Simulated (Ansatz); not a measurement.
Results of r²SCAN in Ansatz (PAW) for B2O3 (P3₁21, No. 152).

Run with plane-wave cutoff 600 eV, 12×12×6 k mesh (along the axes of the cell as run), finite displacements, scalar-relativistic PAW data made under PBE.

Computed at the level's own relaxed cell.

Problem. Give the computed electronic dielectric constant ε∞ (mean over three axes) and dielectric constant ε0 (ions relaxed) (mean over three axes).

Solution. 
* **electronic dielectric constant ε∞ (mean over three axes)**: 2.69
* **dielectric constant ε0 (ions relaxed) (mean over three axes)**: 4.89

Ansatz is a first-principles code.
